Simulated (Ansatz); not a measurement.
**Fermi-surface data of SnSb (Pm-3m)**

Here is the system:

```
CELL_PARAMETERS angstrom
      3.72968     0.00000     0.00000
      0.00000     3.72968     0.00000
      0.00000     0.00000     3.72968
ATOMIC_POSITIONS crystal
  Sn 0.50000 0.50000 0.50000
  Sb 0.00000 0.00000 0.00000
```

These are PBEsol, rigid bands (plane waves, PAW, scalar-relativistic; Ansatz, a program for electronic structure) values and carry that method's errors. How the cell was made: cell and atoms relaxed with PBEsol.

* **density of states at the Fermi level**: 1.17 states/(eV·cell), both spins
* **bare Sommerfeld coefficient**: 1.38 mJ/(mol of atoms·K²)
* **Drude plasma energy**: 10.7 eV
* **root-mean-square Fermi velocity**: 1.4e6 m/s
* **resistivity times τ**: 4.3 ×10⁻²² Ω·m·s

A metal at this level (no band gap); rigid bands, thermally averaged at 300 K, both spins. Spin-orbit coupling is left out. τ is one relaxation time for all states.

Computed structure with no diffraction record at hand here (it may be known, metastable or hypothetical): SnSb (Pm-3m).
